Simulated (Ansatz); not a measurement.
Consider this model of amorphous Hf$_{14}$O$_{35}$Si$_{4}$.

```xyz
53
Lattice="8.9122 0.0000 0.0000 0.0000 8.9122 0.0000 0.0000 0.0000 8.9122" Properties=species:S:1:pos:R:3 pbc="T T T"
Hf     3.7762     8.7205     5.4713
Hf     0.1606     7.6808     5.9619
Hf     3.4906     6.9014     2.5447
Hf     4.3956     2.1519     3.2975
Hf     2.8202     6.3932     7.7100
Hf     0.1141     6.1806     0.5071
Hf     1.3015     0.4877     2.5641
Hf     6.7925     8.2280     3.6683
Hf     2.5689     3.0132     0.7853
Hf     2.3166     3.5031     5.0348
Hf     4.9730     5.3635     5.5710
Hf     6.4598     4.0396     1.4257
Hf     7.8963     0.8967     0.3333
Hf     5.8425     6.9199     0.2019
O      3.5286     8.7030     7.5794
O      0.9047     1.6413     0.8586
O      7.7697     7.7487     0.3297
O      5.7250     0.2955     8.8849
O      2.1577     5.3780     3.4254
O      0.6941     6.5399     7.5411
O      0.6086     0.5851     4.8740
O      5.6190     7.4518     2.2422
O      1.1763     2.7271     6.5059
O      7.1162     7.8643     5.6149
O      4.5271     3.3535     1.6249
O      7.1894     5.3513     0.0141
O      8.0985     0.4040     2.4663
O      3.0663     4.8349     6.3759
O      1.9299     4.8717     0.2114
O      2.2825     7.4106     5.9005
O      3.3281     1.7304     5.1894
O      7.6112     2.2545     5.6380
O      8.7513     0.5108     7.3157
O      1.3529     7.4795     1.7138
O      3.4632     0.8532     1.3746
O      7.0480     2.6365     0.2330
O      4.3160     3.8701     4.3585
O      6.7159     3.1846     3.3126
O      8.8152     6.7945     4.0812
O      3.6914     2.2975     8.2345
O      8.5456     5.0072     2.1480
O      4.6737     6.9676     4.4963
O      4.9351     6.3256     7.3356
O      6.8566     4.8002     5.4711
O      5.4515     0.6678     4.1683
O      0.2078     4.0892     4.4268
O      3.7357     6.9248     0.5828
O      2.2892     2.5062     2.9664
O      2.8888     8.5574     3.5880
Si     0.5213     5.4368     3.4473
Si     7.5119     3.5621     4.6919
Si     4.1556     0.7935     8.7523
Si     0.1178     1.5960     6.1131
```

Level of theory: PBE, scalar-relativistic without spin-orbit coupling (plane waves to 420 eV, PAW; Ansatz, a program for electronic structure). The usual formal charges leave 2 electrons over, so the level spacing at the Fermi energy parts defect or band states and needn't be the band gap.

Preparation: random packing, a CHGNet melt and quench, and a DFT relaxation. O atoms were pushed apart under 1.9 Å during the dynamics, to hinder bonds among them. The hot cell started wider than the set density and was brought back towards it in steps. It is the lowest in DFT energy of 4 quenches. It is a model cell: composition and starting density were chosen by hand, and all elements were melted together. No dispersion term was used. Its density started from a set value of 7.44 and ended at 7.44 g/cm³. The quench (nominally 300 K/ps over its main leg) was far faster than any real one, so the model tends to hold more defects than a real film. One small periodic cell is one sample of the glass; other quenches scatter about these values. The volume was held where the preparation left it, at a PBE pressure of 1.2 GPa. Stress components on the final sampling reach 2.7 GPa. On a 2×2×2 Γ-centred mesh force components of up to 0.43 eV/Å stay, since the relaxation ran on the zone centre alone.

Cut-offs for bonds: Hf-Hf 3.34 Å, Hf-O 2.72 Å, Hf-Si 2.89 Å, O-O 1.58 Å, O-Si 2.12 Å, Si-Si 2.60 Å. Two cations that share two anions don't count as bonded, nor two that share one unless they lie closer than Hf-Hf 3.25 Å, Hf-Si 2.81 Å, Si-Si 2.38 Å.

Give the coordination numbers, mean bond lengths and angles.


| Property | Value |
|---|---|
| Mean coordination of Hf by anions | 6.14 (2 with 5, 8 with 6, 4 with 7); 2 close contacts or bonds to cations besides |
| Mean coordination of O | 2.91 (6 with 2, 26 with 3, 3 with 4) |
| Mean coordination of Si by anions | 4.00 (4 with 4) |
| Mean Hf-O bond | 2.152 Å (spread 0.152 Å, 86 counted) |
| Mean O-Si bond | 1.648 Å (spread 0.031 Å, 16 counted) |
| Mean Hf-Hf close contact | 3.190 Å (spread 0.000 Å, 1 counted) |
| Bond angle at Hf | mean 102.0°, spread 29.1° |
| Bond angle at O | mean 116.4°, spread 19.5° |
| Bond angle at Si | mean 109.4°, spread 7.0° |

List the pairs of like atoms that count as bonded by the rules above.

Hf12-Hf14 (3.19 Å).
